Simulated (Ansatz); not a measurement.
Start from MgO in the rock salt structure (space group Fm-3m, No. 225; a = 4.214 Å). Axes: x, y, z lie along the cube axes.

Method: Ansatz (a quantum-chemistry and plane-wave program), PBEsol, PAW, cutoff 420 eV, no spin-orbit coupling.

Before the change:

* **Pressure**: 0.00 GPa
* **Band gap**: 4.62 eV

Now apply this change: tensile biaxial strain of 2.47 % in the plane normal to [111], as in epitaxy on a mismatched substrate; the out-of-plane cell vector and the atoms relax.

**Question.** What happens to the pressure and band gap?

**Answer.** The pressure (mean of the normal stresses, compression positive) goes from zero to -5.79 GPa; the band gap falls by 0.55 eV (4.62 eV → 4.07 eV).

No phonon test of stability was made.
